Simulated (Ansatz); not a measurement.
## Effect of uniaxial strain ε_zz = +3.00 % on Mo

Consider Mo in the bcc (W type) structure (space group Im-3m, No. 229; a = 3.1510 Å; relaxed with 0.1 eV smearing). Axes: x, y, z lie along the cube axes.

The change: the cell is stretched by 3.00 % along z with no lateral relaxation; the atoms relax in the strained cell.

Computed with plane-wave PAW DFT at the r2SCAN level (Ansatz, a first-principles code, 500 eV), without spin-orbit coupling. Settings: 29×29×29 k-points, 0.1 eV Fermi–Dirac smearing.

The volume per atom grows by 0.47 Å³ to 16.11 Å³ and the space group changes from Im-3m (No. 229) to I4/mmm (No. 139). The shortest interatomic distance increases by 0.0276 Å, from 2.729 Å to 2.756 Å and the energy goes up by 20 meV/atom. The pressure (mean of the normal stresses, compression positive) goes from zero to -7.4 GPa and the band gap stays zero. The stress (xx, yy, zz, yz, xz, xy; compression positive) is (-4.5, -4.5, -13.4, 0.0, 0.0, 0.0) GPa.

Final structure:

```yaml
crystal:
  lattice:
    - [-1.57548, 1.57548, 1.62274]
    - [1.57548, -1.57548, 1.62274]
    - [1.57548, 1.57548, -1.62274]
  atoms:
    - { symbol: Mo, position: [0.00000, 0.00000, 0.00000] }
```

Cost of the whole job for the changed cell (relaxation, final SCF and bands): about 110 core-seconds (a rough figure).

No phonon test of stability was made. All final runs are without spin polarisation.
